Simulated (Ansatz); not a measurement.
What biaxial strain −3.00 %, plane normal [001], relaxed out of plane does to Ga2O3

The reference is Ga$_{2}$O$_{3}$ in the corundum structure (space group R-3c, No. 167; a = 4.950 Å, c = 13.306 Å (hexagonal axes)). Axes: x lies along a and z along c of the hexagonal cell.

The change: compressive biaxial strain of 3.00 % in the plane normal to [001], as in epitaxy on a mismatched substrate; the out-of-plane cell vector and the atoms relax.

Method: DFT with LDA, PAW potentials and a 420 eV plane-wave cutoff in Ansatz (a program for electronic structure), no spin-orbit coupling. k-mesh 8×8×8 (Γ-centred); smearing 0.05 eV (Fermi–Dirac).

- Volume per atom = 9.07 Å³ (base 9.41 Å³)
- Energy relative to the base (free energy F) = +27 meV/atom
- Pressure (mean of the normal stresses, compression positive) = 10.68 GPa (base 0.00 GPa)
- Band gap = 3.42 eV (base 3.04 eV)
- Smallest direct gap = 3.58 eV (base 3.31 eV)
- Width of the top valence band = 0.50 eV (base 0.47 eV)
- Electron mass = 0.26 mₑ out of plane, 0.27 mₑ in plane (at Γ) (base 0.24 mₑ (at Γ))
- Out-of-plane strain = +2.45 %
- Ratio −ε⊥/ε∥ = 0.82

Effective masses come from finite differences of ±0.01 Å⁻¹. No phonon test of stability was made.
